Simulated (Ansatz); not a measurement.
Pressure series in hypothetical P6_3/mmc SnS2

Base system: SnS2 in the 2H-MoS2 type structure (space group P6_3/mmc, No. 194; a = 3.589 Å, c = 11.889 Å; a hypothetical phase, not in the database extracts checked; layered, stacked along the Cartesian z axis).

Cell and atoms are relaxed at each pressure.

All numbers come from Ansatz (a quantum-chemistry and plane-wave program), PBE-D3(BJ), PAW, cutoff 420 eV, without spin-orbit coupling.

Two rows of this table had their results exchanged by mistake.

```
pressure           volume per atom (Å³)  shortest distance (Å)  band gap
-----------------  --------------------  ---------------------  --------
pressure −1 GPa                   23.16                  2.632   0.14 eV
pressure 0.9 GPa                  21.44                  2.622      zero
pressure 2.1 GPa                  16.97                  2.523      zero
pressure 4.5 GPa                  20.03                  2.603      zero
pressure 9 GPa                    18.97                  2.579      zero
pressure 15 GPa                   17.95                  2.551      zero
pressure 22.5 GPa                 20.87                  2.615      zero
pressure 30 GPa                   16.17                  2.499      zero
```

### Question
Which two?

### Answer
The rows for pressure 2.1 GPa and pressure 22.5 GPa: the volume has to fall steadily with pressure, so 20.87 Å³ belongs to pressure 2.1 GPa and 16.97 Å³ to pressure 22.5 GPa.

Load acts through the strain it causes; cell and atoms are relaxed under it. No phonon test of stability was made. No other phases were tried under pressure. The final runs are not spin-polarised. The zero or small gap of SnS2 can change with the level of theory.
